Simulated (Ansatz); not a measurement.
Functionals compared on the (331) surface of tetragonal indium in its 1x1 cell, outermost plane spacing 0.39 Å in the ideal cut, in Ansatz (plane waves, PAW). The structure was relaxed with PBE; the other rows are single points on it. Cutoff 420 eV (500 eV for r2SCAN).

Slab: 28 atoms, 10.5 Å thick at the start (thin: gaps and levels are the slab's own); k 8x3x1, smearing 0.1 eV, dipole-corrected; all atoms relaxed; held to the part of the start's symmetry that mesh and held atoms allow; no spin, no spin-orbit, no U. These notes are the PBE run's.

```csv
functional,work function of the top face (eV),rough cost of the single point
PBE,3.89,–
LDA,4.17,about 5 core-minutes (a rough figure)
PBEsol,[?],around 6 core-minutes (rough)
RPBE,3.76,around 6 core-minutes (rough)
r2SCAN,4.02,very roughly 12 core-minutes
```

**Question.** Some entries are withheld; supply them.

**Answer.** 
- PBEsol, work function of the top face (eV): 3.98

Ansatz is a program for electronic structure.
